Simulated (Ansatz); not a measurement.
An ideal cubic perovskite cell is held by its symmetry; such compounds can tilt or shift off centre at room temperature. The starting structures come from a database of crystals and need not be the phases stable at ambient conditions.

 Where the default PAW files enter, the runs use the earlier of Ansatz's two default sets.

## Evanescent states of NaMgF3 (Pm-3m, cubic perovskite, not sure to be the ambient phase, 5 atoms a cell, 12.3 Å³ an atom, -3 GPa at this level) along the normal of (001)

All values below come from r2SCAN (plane waves, PAW; Ansatz, an electronic-structure program).

No gap correction and no spin-orbit coupling; mid-gap values are interpolated between computed energies.

Energies count from the valence-band top; κ is the least over a 8×8 mesh across the current.

```tsv
E (eV)	κ (1/Å)	where
0.15	0.270	off Γ
0.47	0.410	Γ
0.78	0.455	Γ
1.08	0.489	Γ
1.40	0.514	Γ
1.71	0.532	Γ
2.02	0.545	Γ
2.33	0.554	Γ
2.63	0.558	Γ
2.94	0.558	Γ
3.25	0.554	Γ
3.56	0.547	Γ
3.88	0.536	Γ
4.18	0.521	Γ
4.50	0.502	Γ
4.80	0.479	Γ
5.12	0.451	Γ
5.42	0.417	Γ
5.74	0.376	Γ
6.04	0.325	Γ
6.36	0.258	Γ
6.67	0.155	Γ
```

Q: How thick must the barrier be to attenuate the transmission by 10^6 when the electrodes' Fermi level lies at 4.18 eV, and what attenuation does that film give at 4.50 eV?

A: d = 6 ln 10 / (2 × 0.521) = 13.3 Å. At 4.50 eV it gives 6 × 0.502/0.521 = 5.8 decades.
